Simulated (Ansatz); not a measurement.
A computed series for HfO2: point defects

The reference is a 24-atom supercell of HfO2 in the fluorite structure (space group Fm-3m, No. 225) at its relaxed geometry.

```xyz
24
Lattice="0.0000 5.0438 5.0438 5.0438 0.0000 5.0438 5.0438 5.0438 0.0000" Properties=species:S:1:pos:R:3 pbc="T T T"
Hf     0.0000     0.0000     0.0000
Hf     2.5219     2.5219     0.0000
Hf     2.5219     0.0000     2.5219
Hf     5.0438     2.5219     2.5219
Hf     0.0000     2.5219     2.5219
Hf     2.5219     5.0438     2.5219
Hf     2.5219     2.5219     5.0438
Hf     5.0438     5.0438     5.0438
O      1.2610     1.2610     1.2610
O      3.7829     3.7829     1.2610
O      3.7829     1.2610     3.7829
O      6.3048     3.7829     3.7829
O      1.2610     3.7829     3.7829
O      3.7829     6.3048     3.7829
O      3.7829     3.7829     6.3048
O      6.3048     6.3048     6.3048
O      3.7829     3.7829     3.7829
O      6.3048     6.3048     3.7829
O      6.3048     3.7829     6.3048
O      8.8267     6.3048     6.3048
O      3.7829     6.3048     6.3048
O      6.3048     8.8267     6.3048
O      6.3048     6.3048     8.8267
O      8.8267     8.8267     8.8267
```

One neutral defect a cell, atoms relaxed at fixed cell.

The values are results of PBEsol, PAW, 420 eV (Ansatz, a quantum-chemistry and plane-wave program; no spin-orbit coupling), not measurements.

```json
[
 {"case": "perfect supercell", "pressure": "0.0 GPa", "largest displacement of a host atom from its site in the perfect cell": "–", "total moment of the cell": "–"},
 {"case": "Tb on a Hf site, symmetric start", "pressure": "3.9 GPa", "largest displacement of a host atom from its site in the perfect cell": "0.05 Å", "total moment of the cell": "7.0 μB"},
 {"case": "Er on a Hf site, symmetric start", "pressure": "3.4 GPa", "largest displacement of a host atom from its site in the perfect cell": "0.05 Å", "total moment of the cell": "3.8 μB"},
 {"case": "Te on a O site, symmetric start", "pressure": "31.7 GPa", "largest displacement of a host atom from its site in the perfect cell": "0.23 Å", "total moment of the cell": "0.0 μB"}
]
```

Other magnetic orders, which the real material may have, were not ruled out. The 4f electrons are in the valence with no U and their state was not checked, so volumes and moments can be off. The cell is small, so the values are those of an ordered compound at a high defect concentration; dilute-limit values will differ. The mesh was chosen for an insulator and is coarse for the gapless case. The defect started on the symmetric site and kept its symmetry, so it may sit on a saddle. Seeded moments were not kept for Te on a O site. No Hubbard U is applied, and correlation can decide whether such a compound is a metal. This is not the structure that HfO2 has at room temperature and ambient pressure.
